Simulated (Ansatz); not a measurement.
**Cu3SbS4: transverse stress against strain**

Cu3SbS4 (I-42m, 18.953 Å³/atom and stress up to 0.01 GPa in the relaxed cell, c along z) under a strain ε along c (axis z), the other axes held. PBEsol in Ansatz, a plane-wave DFT program (PAW, default set), 420 eV, 12×12×12 Γ-centred mesh, Fermi-Dirac smearing 0.05 eV; ions are relaxed, or left where forces stay under 0.02 eV/Å, within the symmetry of each cell. Stress is positive for a compressed cell.

Here s stands for strain and y for stress xx.

| strain (%) | stress xx (GPa) |
|---|---|
| -3.00 | ? |
| -1.50 | 1.10 |
| -0.75 | 0.53 |
| 0.00 | 0.00 |
| 0.75 | -0.52 |
| 1.50 | -1.00 |

Task: Fit y against s with a straight line, and predict the withheld value at s = -3.00.

Result: Means: s 0, y 0.022. About the means, the sum of products is -3.9375 and the sum of squares of s is 5.6250; the slope is their ratio. Least squares gives y = 0.022 - 0.7000·s. Residuals (row less fit): 0.028, -0.017, -0.022, -0.017, 0.028; standard error 0.030 (degrees of freedom: 3). The slope gives the elastic constant C13 = 70 ± 1 GPa (± standard error of the fit, which holds the terms cut off). At the withheld row, y = 0.022 - 0.7000 × (-3.00) = 2.122 GPa. The calculation gives 2.31 GPa, 0.188 GPa above the prediction (5.7 % of the range of y in the table). The row lies outside the fitted rows, so this is an extrapolation. From the scatter of the fitted rows alone, a prediction at this place has a standard error of 0.050 GPa, so the miss is 3.8 times that.

A polynomial of degree 2 through the 8 other runs of the series gives 2.30 there, so most of the miss is curvature that the fit leaves out. This level leaves no gap over 0.05 eV at strain -3.00, -1.50, -0.75, 0.00, 0.75, 1.50 %. The start is a measured cell from the literature; how it stands against other phases or cation orders wasn't checked. Spin-orbit coupling is left out, which can shift these values for the heavy elements here. Rows are the converged runs of the series near zero and its far end; series whose fitted rows scatter by over a few per cent of the range, as at a crossing or softening among them, aren't shown in this form, nor equations of state whose B0' disagrees with the runs' pressures. Most that stay on the fit to the last digits aren't either.
